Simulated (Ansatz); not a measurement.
System: CuCrO2 (model structure, started from the alpha NaFeO2 type, R-3m, No. 166, 4 atoms in the cell). Method: PBE-D3(BJ) (Ansatz, an electronic-structure program, plane waves, PAW).

Settings: plane-wave cutoff 500 eV, 16×16×16 k mesh, Fermi–Dirac smearing 0.05 eV, spin-polarised with parallel moments, scalar-relativistic PAW data made under PBE.

Cell (relaxed at this level):

```
CrCuO2
1.0
    1.47699     0.85274     5.21489
   -1.47699     0.85274     5.21489
    0.00000    -1.70548     5.21489
Cr Cu O
1 1 2
Direct
  0.00000   0.00000   0.00000
  0.50000   0.50000   0.50000
  0.26609   0.26609   0.26609
  0.73391   0.73391   0.73391
```

**Question.** What does this level give for the band gap?

**Answer.** 
* **band gap**: 0.66 eV (on the SCF k mesh)

Note: the magnetic order was assumed, not searched for or taken from measurement; a distance lies near a switch of the dispersion term, which can move the cell; the relaxation could raise the start's symmetry but not lower it, so the cell can be a saddle point.

Static lattice: no zero-point or thermal effects.

The result took about 6 core-minutes (a rough figure).

A model structure was made by putting elements into a prototype or built by hand; it is no filed structure, need not be a known phase, and can be a saddle point held by its symmetry.
